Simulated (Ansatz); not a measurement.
# Worked example: self-consistent single point of BaAl2 (R3m, 6 atoms in the cell) in Ansatz

Level of theory: PBEsol, default PAW files made with PBE (plane waves; Ansatz, an electronic-structure program).

Input:

Ansatz 0.2 input:
```yaml
crystal:
  lattice:
    - [0.00000000, 4.24373500, 4.24373500]
    - [4.24373500, 0.00000000, 4.24373500]
    - [4.24373500, 4.24373500, 0.00000000]
  atoms:
    - { symbol: Ba, position_ang: [4.27260089, 4.27260089, 4.27260089] }
    - { symbol: Ba, position_ang: [6.36560250, 6.36560250, 6.36560250] }
    - { symbol: Al, position_ang: [1.06093375, 1.06093375, 1.06093375] }
    - { symbol: Al, position_ang: [1.06093375, 3.18280125, 3.18280125] }
    - { symbol: Al, position_ang: [3.18280125, 3.18280125, 1.06093375] }
    - { symbol: Al, position_ang: [3.18280125, 1.06093375, 3.18280125] }
basis:
  ecutwfc: 420.0
kpoints:
  mp_grid: { grid: [7, 7, 7] }
hamiltonian:
  xc: pbesol
  pseudopotentials: { kind: paw }
scf:
  occupations: { method: gaussian, width: 0.1 }
output:
  forces: true
  eigenvalues: true
  stress: true
```

Log, with long lists cut:

```
WARN ansatz: RAYON_NUM_THREADS=1 ignored (pool sized by the plan → 1); use --threads N
Pseudopotentials: kind: paw
Pseudopotential: Ba, paw, valence charge 10
Pseudopotential: Al, paw, valence charge 3
Crystal: 6 atoms, lattice volume = 152.853 Å³
Basis set: ecut = 420 eV, 2975 PW (Γ), exchange–correlation on 90×90×90 points (8 copies of the dense FFT grid, shifted against one another)
Bands: 22, of which v1, the nominal top of the filled ones, is band 16 counted from 1 (15 counted from 0)
Symmetry: 6 space group operations
Space group: R3m (ITA 160), of the structure as read, at distance tolerance 5.3e-5 Å
k-points: 44 of 343 (time reversal used)
PAW frozen core: Ba, regenerated for the run's functional, and the local potential with it
PAW frozen core: Al, regenerated for the run's functional, and the local potential with it
Initial density: superposition of atomic densities (neutral atoms: chi_scale 0, normalization atom), corrected by the library's trained network
Initial wavefunctions: pseudopotential atomic-orbital guess
Eigensolver: davidson
Functional: x = pbesol(κ = 0.804, μ = 0.12345679012345678), c = pbesol(β = 0.046)
SCF iter   1: F=—  HF=-13824.939072 eV  |F-HF|=—  |Δ(HF+E_count)|=         —  Δρ=1.94e-3  dr2=7.88e-3  ethr=1.77e-3  ⟨swp⟩=11.3  Hψ=6850  notcnv=0
all-band conjugate gradients solve this SCF's bands
preconditioner: auto → Resta (q_TF=auto, 2.102 Å⁻¹)
SCF iter   2: F=—  HF=-13824.937934 eV  |F-HF|=—  |Δ(HF+E_count)|=   1.14e-3  Δρ=1.17e-3  dr2=2.64e-3  ethr=2.46e-5  ⟨swp⟩=1.2  Hψ=1374  notcnv=0  defer=1
SCF iter   3: F=—  HF=-13824.937715 eV  |F-HF|=—  |Δ(HF+E_count)|=   2.19e-4  Δρ=1.08e-4  dr2=1.94e-5  ethr=8.24e-6  ⟨swp⟩=2.1  Hψ=1161  notcnv=0  defer=1
SCF iter   4: F=—  HF=-13824.937753 eV  |F-HF|=—  |Δ(HF+E_count)|=   3.80e-5  Δρ=2.14e-5  dr2=6.69e-7  ethr=6.06e-8  ⟨swp⟩=2.2  Hψ=1483  notcnv=0  defer=1
iter 5 did not close the SCF: its close was put off for the readings that it lacked (scf_convergence_deferred on its scf_iter line)
SCF iter   5: F=-13824.937753 eV  HF=-13824.937753 eV  |F-HF|=8.95e-9  |Δ(HF+E_count)|=   1.91e-7  Δρ=5.19e-6  dr2=3.21e-8  ethr=2.09e-9  ⟨swp⟩=2.4  Hψ=1604  notcnv=0  defer=1
SCF iter   6: F=-13824.937753 eV  HF=-13824.937753 eV  |F-HF|=1.11e-10  |Δ(HF+E_count)|=   1.21e-8  Δρ=5.42e-7  dr2=5.78e-10  ethr=1.00e-10  ⟨swp⟩=6.6  Hψ=4156  notcnv=0
SCF 1 converged in 6 iterations: F = -13824.937753 eV  dr2 = 5.78e-10
SCF converged after 6 iterations
Free energy (F): -13824.937753 eV
Harris-Foulkes:  -13824.937753 eV  (|F-HF|=1.11e-10)
Internal energy: -13824.929314 eV  (E = F + TS)
E sigma→0 (E₀):  -13824.933533 eV
Entropy (-TS):   -0.008439 eV (-1.407 meV/atom)
Fermi energy:    8.088002 eV
--- Per-component energies (eV) ---
  E_band       = -53.878680
  E_kinetic    = 424.462356
  E_local      = -583.043280  (includes V_loc(G=0)·N_el)
  E_nonlocal   = 159.557920
  E_hartree    = 209.386538
  E_xc         = -489.140295
  E_vxc        = -385.274353  (∫ρ·V_xc dr)
  E_paw        = -12099.812503  (= ΣΔE_a)
  E_vpaw       = -88.354392  (= ΣTr[D̂ρ^β])
  E_aug_tail   = -0.000013  (compensation charges beyond the density's cutoff)
  E_ewald      = -1446.719460
  E_core_change = 0.379422  (= ΣΔE_core)
  E_smearing   = -0.008439  (= −TS)
  E_closure    = 0.000000  (closes the sum)
  Σ components = -13824.937753   (vs F -13824.937753, Δ=0.00e0)
--- Forces (eV/Å), atoms counted from 1 ---
  atom   1  Ba    -0.11734458    -0.11734458    -0.11734458
  atom   2  Ba     0.01547741     0.01547741     0.01547741
  atom   3  Al     0.00858615     0.00858615     0.00858615
  atom   4  Al     0.04192667     0.02567777     0.02567777
  atom   5  Al     0.02567777     0.02567777     0.04192667
  atom   6  Al     0.02567777     0.04192667     0.02567777
  max |Σ_I F_I| component: 1.19e-6 eV/Å
--- Stress (GPa, compression-positive) ---
       -1.501159      -0.069015      -0.069015
       -0.069015      -1.501159      -0.069015
       -0.069015      -0.069015      -1.501159
  P = ⅓ Tr σ = -1.5012 GPa (-15.012 kbar)
  The stress holds the Pulay correction. Without it, at fixed plane waves, as pw.x and ABINIT print it: P = -1.5210 GPa
--- Band table (eV; the first three rows and the last of 44) ---
  k-point 0: bands = ["-19.6339", "-19.3527", "-5.2432", "-5.1624", "-5.1624", "-4.6097", "-4.6097", "-4.5547", "0.2748", "5.0452", "5.3570", "5.3570", "5.4000", "6.4233", "6.4233", "6.6469", "6.6939", "6.6939", "10.1381", "11.6964", "11.6964", "11.7123"]
  k-point 1: bands = ["-19.6241", "-19.3629", "-5.2636", "-5.1886", "-5.1854", "-4.6050", "-4.5854", "-4.5329", "0.4450", "4.2122", "5.1159", "5.1260", "5.9482", "6.6838", "6.7002", "6.8450", "6.9390", "6.9493", "10.5654", "11.4380", "11.4735", "11.4992"]
  k-point 2: bands = ["-19.5987", "-19.3890", "-5.3057", "-5.2575", "-5.2311", "-4.5783", "-4.5373", "-4.4859", "0.8837", "3.3179", "4.8051", "4.8231", "5.7957", "6.8557", "6.8691", "7.8159", "7.8598", "8.1043", "10.2122", "10.7232", "10.7469", "11.4306"]
  k-point 43: bands = ["-19.5462", "-19.4428", "-5.4331", "-5.2984", "-5.1934", "-4.6248", "-4.4624", "-4.4015", "1.5530", "2.4280", "4.3829", "4.6460", "6.2766", "7.0594", "7.0939", "8.2689", "8.8881", "9.3902", "9.5690", "10.1273", "10.2488", "10.9972"]
```

The run converged in 6 iterations.

The starting cell comes from a database of computed structures (which also holds hypothetical and non-ambient phases and stackings), without a prior relaxation at this level. Its lattice was rescaled by up to half a per cent. One atom was moved a little off its site on purpose. Ansatz's pressure includes its estimate of the finite-basis (Pulay) stress.
